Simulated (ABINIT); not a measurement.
A self-consistent single point of KTaO3 (Pm-3m, 5 atoms in the cell) with ABINIT.

Level of theory: LDA (PW92), norm-conserving pseudopotentials (PseudoDojo nc-sr-04 LDA standard) (plane waves; ABINIT).

```
CELL_PARAMETERS angstrom
      4.07677     0.00000     0.00000
      0.00000     4.07677     0.00000
      0.00000     0.00000     4.07677
ATOMIC_POSITIONS crystal
  K  0.50000 0.50000 0.50000
  Ta 0.00000 0.00000 0.00000
  O  0.00000 0.50000 0.00000
  O  0.50000 0.00000 0.00000
  O  0.00000 0.00000 0.50000
```

Reference input (self-consistent single point, DFT, PBE, plane waves, norm-conserving pseudopotentials (PseudoDojo nc-sr-05 PBE standard)): pseudos = [K.upf, Ta.upf, O.upf]; ecut = 42 Ha; occopt = 1; ngkpt = 6 6 6; nshiftk = 1; shiftk = 0 0 0; potentials = PseudoDojo nc-sr-05 PBE standard; nband = 24; kptopt = 1; nstep = 50; tolvrs = 1e-10; diemac = 6. This run's input differs from it in these lines:

```diff
@@ -1,2 +1,2 @@
-# KTaO3, PseudoDojo nc-sr-05 PBE standard
+# KTaO3, PseudoDojo nc-sr-04 LDA standard
 pp_dirpath "./"
```

Its files differ too (potentials: PseudoDojo nc-sr-05 PBE standard → PseudoDojo nc-sr-04 LDA standard).

Output (repeated stretches shortened):

```
--- !BeginCycle
solver: {iscf: 7, nstep: 50, nline: 4, wfoptalg: 0, }
tolerances: {tolvrs: 1.00E-10, }
...

     iter   Etot(hartree)      deltaE(h)  residm     vres2
 ETOT  1  -144.34217519145    -1.443E+02 1.623E-01 1.907E+03
 ETOT  2  -142.64780865785     1.694E+00 5.410E-02 8.532E+03
 ETOT  3  -144.84122276182    -2.193E+00 2.062E-02 1.749E+02
 ETOT  4  -144.86273852910    -2.152E-02 1.339E-02 7.153E+01
 ETOT  5  -144.87079077990    -8.052E-03 1.414E-03 1.388E+01
   [... 4 lines left out ...]
 ETOT 10  -144.87410878063    -7.307E-09 3.514E-04 3.483E-07
 ETOT 11  -144.87410878069    -6.136E-11 1.196E-04 9.188E-09
 ETOT 12  -144.87410878069    -4.263E-13 1.750E-04 1.015E-10
 ETOT 13  -144.87410878069    -4.547E-12 8.624E-05 1.388E-13
 At SCF step   13       vres2   =  1.39E-13 < tolvrs=  1.00E-10 =>converged.

 Cartesian components of stress tensor (hartree/bohr^3)
  sigma(1 1)=  6.15763379E-04  sigma(3 2)=  0.00000000E+00
  sigma(2 2)=  6.15763379E-04  sigma(3 1)=  0.00000000E+00
  sigma(3 3)=  6.15763379E-04  sigma(2 1)=  0.00000000E+00

 ----iterations are completed or convergence reached----

 reduced coordinates (array xred) for    5 atoms
       0.500000000000      0.500000000000      0.500000000000
       0.000000000000      0.000000000000      0.000000000000
       0.000000000000      0.500000000000      0.000000000000
       0.500000000000      0.000000000000      0.000000000000
       0.000000000000      0.000000000000      0.500000000000
 cartesian forces (eV/Angstrom) at end:
    1     -0.00000000000000    -0.00000000000000    -0.00000000000000
   [... lines left out ...]
 Fermi (or HOMO) energy (hartree) =   0.16902   Average Vxc (hartree)=  -0.41604
   [... lines left out ...]
total_energy        : -1.44874108780694E+02
total_energy_eV     : -3.94222498540687E+03
band_energy         : -1.52767796981422E+01
...

-Cartesian components of stress tensor (GPa)         [Pressure= -1.8116E+01 GPa]
- sigma(1 1)=  1.81163810E+01  sigma(3 2)=  0.00000000E+00
- sigma(2 2)=  1.81163810E+01  sigma(3 1)=  0.00000000E+00
- sigma(3 3)=  1.81163810E+01  sigma(2 1)=  0.00000000E+00

 Calculation completed.
```

The run converged in 13 iterations. Against the reference run the pressure goes from -7.46 to -18.12 GPa and the gap on the mesh goes from 2.083 to 1.944 eV.

The starting cell comes from a database of computed structures (which also holds hypothetical and non-ambient phases and stackings), without a prior relaxation at this level. Its lattice was rescaled by a random factor within 2.5 % of one. Spin-orbit coupling is off. With a pressure of about -18 GPa the cell is away from its equilibrium volume at this level.

Cost on one core of a shared machine: roughly 3 min.
